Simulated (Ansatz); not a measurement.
The starting structures come from a database of crystals and need not be the phases stable at ambient conditions.

By PBEsol, the system below comes out a metal.

Without scattering a metal conducts by its projected Fermi surface.

Here is the system:

```
Al3Ti
1.0
    3.95567     0.00000     0.00000
    0.00000     5.59416     0.00000
    0.00000     2.79708     2.79708
Ti Al
1 3
Cartesian
  0.00000   0.00000   0.00000
  0.00000   2.79708   0.00000
  1.97784   1.39854   1.39854
  1.97784   4.19562   1.39854
```

Space group of this cell: Pm-3m, Cu3Au type. The cell is taken as given; by PBEsol its mean pressure is -0.6 GPa.

The current flows along the normal of the first two printed cell vectors, the (110) plane of the conventional cell. No spin-orbit coupling; the value is a mean over 0.1 eV about the Fermi level.

Predict the ballistic conductance per area from PBEsol in Ansatz (an electronic-structure program).

0.81 × 10¹⁵ S/m² for both spins.
